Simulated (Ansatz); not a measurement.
A self-consistent single point of Sn (Im-3m, 1 atom in the cell) with Ansatz (an electronic-structure program).

Method: LDA (PW92), default PAW files made with PBE (plane waves; Ansatz).

```
Sn
1.0
   -1.88897     1.88897     1.88897
    1.88897    -1.88897     1.88897
    1.88897     1.88897    -1.88897
Sn
1
Direct
  0.00000   0.00000   0.00000
```

Reference input (self-consistent single point, DFT, LDA (PW92), plane waves, default PAW files made with PBE): basis.ecutwfc = 420 eV; kpoints.mp_grid.grid = 12 12 12; hamiltonian.xc = lda; hamiltonian.pseudopotentials = {kind: paw} (the program's default PAW files); scf.occupations.method = gaussian; scf.occupations.width = 0.1 eV. This run's input differs from it in these lines:

Ansatz 0.2 input:
```diff
@@ -9,3 +9,3 @@
 basis:
-  ecutwfc: 420.0
+  ecutwfc: 190.0
 kpoints:
```

The program printed (abridged):

```
SCF iter   1: F=—  HF=-5872.500772 eV  |F-HF|=—  |Δ(HF+E_count)|=         —  Δρ=7.64e-2  dr2=7.40e-1  ethr=1.77e-3  ⟨swp⟩=4.4  Hψ=4071  notcnv=0
all-band conjugate gradients solve this SCF's bands
preconditioner: auto → Kerker (q_TF=auto, 2.446 Å⁻¹)
SCF iter   2: F=—  HF=-5871.927940 eV  |F-HF|=—  |Δ(HF+E_count)|=   5.73e-1  Δρ=3.16e-2  dr2=1.09e-1  ethr=1.77e-3  ⟨swp⟩=2.0  Hψ=2144  notcnv=0  defer=18
   [... lines left out ...]
SCF iter   4: F=—  HF=-5871.851418 eV  |F-HF|=—  |Δ(HF+E_count)|=   9.45e-5  Δρ=4.56e-4  dr2=7.22e-5  ethr=1.30e-5  ⟨swp⟩=2.0  Hψ=861  notcnv=0  defer=18
SCF iter   5: F=—  HF=-5871.851380 eV  |F-HF|=—  |Δ(HF+E_count)|=   3.84e-5  Δρ=1.09e-4  dr2=5.08e-6  ethr=5.16e-7  ⟨swp⟩=2.8  Hψ=1224  notcnv=0  defer=18
SCF iter   6: F=—  HF=-5871.851377 eV  |F-HF|=—  |Δ(HF+E_count)|=   2.56e-6  Δρ=2.47e-5  dr2=1.20e-7  ethr=3.63e-8  ⟨swp⟩=2.8  Hψ=1254  notcnv=0  defer=18
SCF iter   7: F=-5871.851377 eV  HF=-5871.851377 eV  |F-HF|=6.51e-10  |Δ(HF+E_count)|=   2.31e-8  Δρ=3.66e-6  dr2=2.55e-9  ethr=7.14e-10  ⟨swp⟩=4.7  Hψ=2995  notcnv=0
SCF 1 converged in 7 iterations: F = -5871.851377 eV  dr2 = 2.55e-9
Free energy (F): -5871.851377 eV
Internal energy: -5871.848691 eV  (E = F + TS)
E sigma→0 (E₀):  -5871.850034 eV
Entropy (-TS):   -0.002686 eV (-2.686 meV/atom)
Fermi energy:    10.761311 eV
--- Forces (eV/Å), atoms counted from 1 ---
  atom   1  Sn    -0.00000000    -0.00000000    -0.00000000
--- Stress (GPa, compression-positive) ---
       -0.056461       0.000000      -0.000000
        0.000000      -0.056461       0.000000
       -0.000000      -0.000000      -0.056461
  P = ⅓ Tr σ = -0.0565 GPa (-0.565 kbar)
  The stress holds the Pulay correction. Without it, at fixed plane waves, as pw.x and ABINIT print it: P = -246.8202 GPa
```

The run converged in 7 iterations. Against the reference run the free energy goes up by 7.62 eV/atom and the pressure goes from -3.18 to -0.06 GPa.

The starting cell comes from a database of computed structures (which also holds hypothetical and non-ambient phases and stackings), without a prior relaxation at this level. Its lattice was rescaled by up to half a per cent. Ansatz's pressure includes its estimate of the finite-basis (Pulay) stress. Without the estimate this run gives -246.82 GPa. The cutoff lies below the one recommended for these files.
